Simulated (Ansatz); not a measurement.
Start from VSi$_{2}$ (space group P6_222, No. 180; a = 4.566 Å, c = 6.366 Å).

(Cell as relaxed with PBE.)

Levels (all Ansatz, a first-principles code, PAW): PBE (420 eV, without spin-orbit coupling); r2SCAN (500 eV, scalar-relativistic without spin-orbit coupling).

Each level relaxes its own structure.

```csv
quantity,PBE,r2SCAN
volume per atom,12.77 Å³,12.49 Å³
lattice parameter a,8.629 bohr,8.562 bohr
lattice parameter c,12.030 bohr,11.952 bohr
band gap,zero,zero
magnetic state,non-magnetic,weakly magnetic (sensitive to the mesh)
largest site moment,0.00 μB,0.08 μB
```

PBE's volume per atom lies 0.28 Å³ above r2SCAN's (2.2 %); PBE's lattice parameter a lies 0.067 bohr above r2SCAN's (0.8 %); PBE's lattice parameter c lies 0.0785 bohr above r2SCAN's (0.7 %); they disagree on the magnetic state; PBE's largest site moment lies 0.08 μB below r2SCAN's; the two agree on the band gap. Neither level is exact; r2SCAN is the comparison here, not a measurement.

Other magnetic orders, which the real material may have, were not ruled out. Stability against distortions was not tested. Starting moments died away, wholly or in part, for the base; another magnetic solution may exist. Spin-polarised in the final run: r2SCAN base; the other runs are not. An odd electron count without spin: VSi2.
